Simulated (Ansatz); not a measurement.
GaN (space group P-6m2, No. 187; a hypothetical phase, not in the database extracts checked)

GaN is taken in the hexagonal space group P-6m2 (No. 187), Pearson symbol hP2. Lattice parameters: a = 2.9798 Å, b = 2.9798 Å, c = 2.6845 Å, α = 90.00°, β = 90.00°, γ = 120.00°. Ga on 1a is coordinated by 6 N at 2.182 Å (trigonal prismatic). N on 1d has 6 Ga at 2.182 Å (trigonal prismatic). (Neighbours: up to the widest gap in distance over summed covalent radii, below 1.35, at either atom; cation-cation and far metal-metal contacts left out.)

The values are results of plane-wave PAW DFT at the PBE level (Ansatz, an electronic-structure program, 420 eV), no spin-orbit coupling, not measurements. Γ-centred 18×18×17 mesh, Fermi–Dirac width 0.05 eV.

```yaml
volume_per_atom: 10.32 Å³
density: 6.74 g/cm³
band_gap: zero
total_energy: -2083.010 eV/atom (σ→0; compares only within this code and set-up)
```

Whether these cells are dynamically stable was not tested. The final runs are not spin-polarised.
